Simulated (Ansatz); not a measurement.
This Ansatz (a program for electronic structure) input is the reference run, MgS in the rock salt structure (space group Fm-3m, No. 225), computed with r2SCAN (Ansatz; PAW; 500 eV plane waves; no SOC):

Ansatz 0.2 input:
```yaml
crystal:
  lattice:
    - [0, 2.601517215, 2.601517215]
    - [2.601517215, 0, 2.601517215]
    - [2.601517215, 2.601517215, 0]
  atoms:
    - { symbol: Mg, position: [0, 0, 0] }
    - { symbol: S, position: [0.5, 0.5, 0.5] }
basis: { ecutwfc: 500, ecutrho_ratio: 4, xc_grid: 4, fft_grid_basis: typed }
kpoints: { mp_grid: { grid: [11, 11, 11] } }
hamiltonian:
  xc: r2scan
  dispersion: none
  pseudopotentials: { kind: paw }
scf: { occupations: { method: fermi_dirac, width: 0.05 }, convergence: { dr2_threshold: 0.0000000002 } }
output: { forces: true, stress: true }
checkpoint: { write: state.ck, write_every: 1000 }
```

Write the input for this change: a pure shear with ε_xy = ε_yx = 0.0200; the atoms relax in the strained cell.


Ansatz 0.2 input:
```yaml
crystal:
  lattice:
    - [0.0520303443, 2.601517215, 2.601517215]
    - [2.601517215, 0.0520303443, 2.601517215]
    - [2.6535475593, 2.6535475593, 0]
  atoms:
    - { symbol: Mg, position: [0, 0, 0] }
    - { symbol: S, position: [0.5, 0.5, 0.5] }
basis: { ecutwfc: 500, ecutrho_ratio: 4, xc_grid: 4, fft_grid_basis: typed }
kpoints: { mp_grid: { grid: [11, 11, 11] } }
hamiltonian:
  xc: r2scan
  dispersion: none
  pseudopotentials: { kind: paw }
scf: { occupations: { method: fermi_dirac, width: 0.05 }, convergence: { dr2_threshold: 0.0000000002 } }
relax: { f_tol: 0.005, max_steps: 50 }
output: { forces: true, stress: true }
checkpoint: { write: state.ck, write_every: 1000 }
```
This is the input that was run.

No phonon test of stability was made.
